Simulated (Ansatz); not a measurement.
Take MgO in the rock salt structure (space group Fm-3m, No. 225; a = 4.254 Å) as the base.

Now apply this change: an isotropic linear strain of −3.52 %, atoms relaxed at fixed cell.

Levels (all Ansatz, a first-principles code, PAW, earlier PAW set): PBE (420 eV, scalar-relativistic without spin-orbit coupling); HSE06+SOC (420 eV, noncollinear with spin-orbit coupling).

The geometry is relaxed with PBE.

```
Property                                Result
-------------------------  -------------------
PBE band gap                           5.54 eV
PBE valence-band top at Γ  0.00, 0.00, 0.00 eV
```

With HSE06+SOC at the same geometry, the band gap goes up by 1.80 eV to 7.34 eV; the valence-band top at Γ (three highest Kramers pairs, from the VBM) becomes 0.00, 0.00, -0.04 eV (PBE: 0.00, 0.00, 0.00 eV). The threefold valence maximum splits by Δso ≈ 42 meV.

Single points use the geometry relaxed with PBE. Differences between runs with and without spin-orbit coupling are approximate. Stability against distortions was not tested.
